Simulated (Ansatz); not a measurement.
Consider the following.

```yaml
crystal:
  lattice:
    - [5.23037, 0.00000, 0.00000]
    - [2.61519, 4.52964, 0.00000]
    - [2.61519, -1.50988, 4.20613]
  atoms:
    - { symbol: K, position: [0.49826, 0.25087, 0.75261] }
    - { symbol: K, position: [0.50174, 0.74913, 0.24739] }
    - { symbol: S, position: [0.00000, 0.00000, 0.00000] }
```

No spin polarisation.

Computed with Kohn–Sham DFT with the PBEsol functional, run in Ansatz (a first-principles code) with PAW and 420 eV plane waves, without spin-orbit coupling. Settings: 8×8×8 k-points, 0.05 eV Fermi–Dirac smearing.

Q: Predict the pressure and band gap.

A: 
* **Pressure (mean of the normal stresses, compression positive)**: -1.8 kbar
* **Band gap**: 2.32 eV

The cells carry an imposed strain or load. Whether these cells are dynamically stable was not tested. The cell was made from K2S in the anti-fluorite structure (space group Fm-3m, No. 225) by this change: biaxial strain +0.83 %, plane normal [111], relaxed out of plane.
